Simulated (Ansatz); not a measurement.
The reference is YN in the rock salt structure (space group Fm-3m, No. 225; a = 4.896 Å). Axes: x, y, z lie along the cube axes.

Calculations: r2SCAN (Ansatz, a quantum-chemistry and plane-wave program; PAW; 500 eV plane waves; spin-orbit coupling left out).

Now apply this change: the cell is scaled by 1.0073 in all directions, atoms relaxed at fixed cell.

Problem. Predict the stress tensor and what it implies for the stiffness.

Solution. Stress of the strained cell less that of the base (GPa, compression positive):
```
  -3.53    0.00    0.00
   0.00   -3.53    0.00
   0.00    0.00   -3.53
```

Then B = −ΔP/(ΔV/V₀) with ΔV/V₀ = 0.0221 gives secant stiffness values (nonlinear terms included at this strain): B ≈ 160 GPa.

No phonon test of stability was made.
